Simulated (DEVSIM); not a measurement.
System: abrupt Si p-n junction, at 300 K.

Layer 1 from the left is Si, thickness (μm) 5.70, Na (cm⁻³) 7.8e18, τn (s) 6.1e-5, τp (s) 6.1e-5. Layer 2 from the left is Si, thickness (μm) 0.200, Nd (cm⁻³) 1e16, τn (s) 6.1e-5, τp (s) 6.1e-5.

Left contact: ohmic. Right contact: ohmic. Voltage is applied to the left contact. Recombination: SRH at mid-gap, radiative. Mobility is μmin + (μ − μmin)/(1 + (N/Nref)^α).

This is a model device: material constants are rounded textbook-type values typed into the input, and sizes, dopings and lifetimes were drawn at random. Values at 300 K.

Si: gap (eV) 1.124, affinity (eV) 4.05, permittivity 11.7, Nc (cm⁻³) 2.86e19, Nv (cm⁻³) 3.1e19, μn (cm²/Vs) 1417, μp (cm²/Vs) 470, μn,min 52, μp,min 45, Nref,n 9.7e16, Nref,p 2.2e17, αn 0.68, αp 0.72, B (cm³/s) 4.7e-15.

Model (solved in DEVSIM): 1D drift-diffusion, Boltzmann statistics, complete ionisation; no tunnelling, impact ionisation, image-force lowering or self-heating.

What does the simulation give for the dark forward voltage at 100 A/cm², the dark forward voltage at 1 A/cm²?

dark forward voltage at 100 A/cm² 0.634 V; dark forward voltage at 1 A/cm² 0.493 V.
